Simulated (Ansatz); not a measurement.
Start from Zr₃N₄ (space group R-3m, No. 166; a = 3.417 Å, c = 25.006 Å (hexagonal axes); a cell from a computed database, its experimental status unchecked). Axes: x lies along a and z along c of the hexagonal cell.

The change: biaxial strain +2.26 %, plane normal [001], relaxed out of plane (Cartesian); in-plane vectors clamped, the third vector and the atoms free.

Levels (all Ansatz, a first-principles code, PAW): PBEsol (420 eV, no spin-orbit coupling); PBEsol+SOC (420 eV, with spin-orbit coupling).

The geometry is relaxed with PBEsol.

| Quantity | Value |
|---|---|
| PBEsol lowest conduction level above the VBM at special points | Γ 0.91 eV; F 1.22 eV; T 1.24 eV; S₀ 1.27 eV |
| PBEsol valence-band top at Γ | 0.00, -1.13, -1.13 eV |
| PBEsol gap character | direct at Γ |

With PBEsol+SOC at the same geometry, the lowest conduction level above the VBM at special points changes from Γ 0.91 eV; F 1.22 eV; T 1.24 eV; S₀ 1.27 eV to Γ 0.90 eV; F 1.22 eV; T 1.23 eV; S₀ 1.27 eV; the valence-band top at Γ (three highest Kramers pairs, from the VBM) goes from 0.00, -1.13, -1.13 eV to 0.00, -1.11, -1.15 eV; the electron mass comes out as 0.92 mₑ out of plane, 0.28 mₑ in plane (at Γ); the gap character is still direct at Γ.

Single points use the geometry relaxed with PBEsol. The spin-orbit shifts are approximate. Masses are band curvatures over ±0.01 Å⁻¹ around the edge. Stability against distortions was not tested.
